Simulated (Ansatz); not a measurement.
Sn, pressure series

Consider Sn in the diamond structure (space group Fd-3m, No. 227; a = 6.6554 Å).

Cell and atoms are relaxed at each pressure.

All numbers come from plane-wave PAW DFT at the PBE level (Ansatz, a program for electronic structure, 420 eV), without spin-orbit coupling.

Two rows of this table had their results exchanged by mistake.

```csv
pressure,volume per atom (Å³),shortest distance (Å),band gap
pressure −2 GPa,39.36,2.946,zero
pressure −1 GPa,38.00,2.911,zero
pressure 3 GPa,34.34,2.815,zero
pressure 7 GPa,32.05,2.751,zero
pressure 15 GPa,21.14,2.395,zero
pressure 30 GPa,25.84,2.560,0.08 eV
pressure 50 GPa,23.24,2.471,zero
pressure 75 GPa,29.09,2.664,0.26 eV
pressure 100 GPa,19.67,2.338,zero
```

Q: Which two?

A: The rows for pressure 15 GPa and pressure 75 GPa: the volume has to fall steadily with pressure, so 29.09 Å³ belongs to pressure 15 GPa and 21.14 Å³ to pressure 75 GPa.

Load acts through the strain it causes; cell and atoms are relaxed under it. Stability against distortions was not tested. Tetrahedral semiconductors of this kind turn to denser phases somewhere between about 1 and 50 GPa; those were not computed, so compressed cells here can lie past the real transition. The zero or small gap of Sn can change with the level of theory.
